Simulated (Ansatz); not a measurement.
This Ansatz (an electronic-structure program) input is the reference run, a 15-atom supercell of MoSi2 (space group I4/mmm, No. 139) at its relaxed geometry, computed with Kohn–Sham DFT with the PBE functional, run in Ansatz with PAW and 420 eV plane waves, without spin-orbit coupling:

Ansatz 0.2 input:
```yaml
crystal:
  lattice:
    - [-4.8253741458, 1.6084580486, 3.9365164006]
    - [4.8253741458, -1.6084580486, 3.9365164006]
    - [1.6084580486, 4.8253741458, -3.9365164006]
  atoms:
    - { symbol: Mo, position: [0, 0, 0] }
    - { symbol: Mo, position: [0.8, 0.4, 0.2] }
    - { symbol: Mo, position: [0.4, 0.2, 0.6] }
    - { symbol: Mo, position: [0.6, 0.8, 0.4] }
    - { symbol: Mo, position: [0.2, 0.6, 0.8] }
    - { symbol: Si, position: [0.3351135896, 0.3351135896, 0] }
    - { symbol: Si, position: [0.1351135896, 0.7351135896, 0.2] }
    - { symbol: Si, position: [0.7351135896, 0.5351135896, 0.6] }
    - { symbol: Si, position: [0.9351135896, 0.1351135896, 0.4] }
    - { symbol: Si, position: [0.5351135896, 0.9351135896, 0.8] }
    - { symbol: Si, position: [0.6648864104, 0.6648864104, 0] }
    - { symbol: Si, position: [0.4648864104, 0.0648864104, 0.2] }
    - { symbol: Si, position: [0.0648864104, 0.8648864104, 0.6] }
    - { symbol: Si, position: [0.2648864104, 0.4648864104, 0.4] }
    - { symbol: Si, position: [0.8648864104, 0.2648864104, 0.8] }
basis: { ecutwfc: 420, ecutrho_ratio: 4, xc_grid: 2, fft_grid_basis: typed }
kpoints: { mp_grid: { grid: [7, 7, 7] } }
hamiltonian:
  xc: pbe
  dispersion: none
  pseudopotentials: { kind: paw }
scf: { occupations: { method: fermi_dirac, width: 0.05 }, convergence: { dr2_threshold: 0.0000000015 } }
output: { forces: true, stress: true }
checkpoint: { write: state.ck, write_every: 1000 }
```

Write the input for this change: a neutral Si vacancy, atoms relaxed at fixed cell, starting from a slightly rattled geometry.


Ansatz 0.2 input:
```yaml
crystal:
  lattice:
    - [-4.8253741458, 1.6084580486, 3.9365164006]
    - [4.8253741458, -1.6084580486, 3.9365164006]
    - [1.6084580486, 4.8253741458, -3.9365164006]
  atoms:
    - { symbol: Mo, position: [0.0019999022, 0.0069762059, 0.0064768478] }
    - { symbol: Mo, position: [0.8004718155, 0.4042492811, 0.2009916756] }
    - { symbol: Mo, position: [0.4012029113, 0.2072399277, 0.6020069485] }
    - { symbol: Mo, position: [0.5983599097, 0.8021057131, 0.3983576992] }
    - { symbol: Mo, position: [0.2021585015, 0.6047183299, 0.8012713463] }
    - { symbol: Si, position: [0.1308322889, 0.7357101817, 0.1958206877] }
    - { symbol: Si, position: [0.735117555, 0.5341076421, 0.5998705444] }
    - { symbol: Si, position: [0.9276034687, 0.1266030659, 0.3915851648] }
    - { symbol: Si, position: [0.537599916, 0.9334965652, 0.8011667527] }
    - { symbol: Si, position: [0.6662907816, 0.6690180246, 0.0022587145] }
    - { symbol: Si, position: [0.4643262069, 0.0621898393, 0.2005010954] }
    - { symbol: Si, position: [0.064870325, 0.872597628, 0.5962736097] }
    - { symbol: Si, position: [0.2605144192, 0.4627983824, 0.3914802355] }
    - { symbol: Si, position: [0.8604094313, 0.2613989199, 0.7958253606] }
basis: { ecutwfc: 420, ecutrho_ratio: 4, xc_grid: 2, fft_grid_basis: typed }
kpoints: { mp_grid: { grid: [7, 7, 7] } }
hamiltonian:
  xc: pbe
  dispersion: none
  pseudopotentials: { kind: paw }
scf: { occupations: { method: fermi_dirac, width: 0.05 }, convergence: { dr2_threshold: 0.0000000014 } }
relax: { f_tol: 0.02, max_steps: 45 }
output: { forces: true, stress: true }
checkpoint: { write: state.ck, write_every: 1000 }
```
This is the input that was run; other choices of cell and start would serve too.

The cell is small, so the values are those of an ordered compound at a high defect concentration; dilute-limit values will differ. All final runs are without spin polarisation. The defect cell is not spin-polarised.
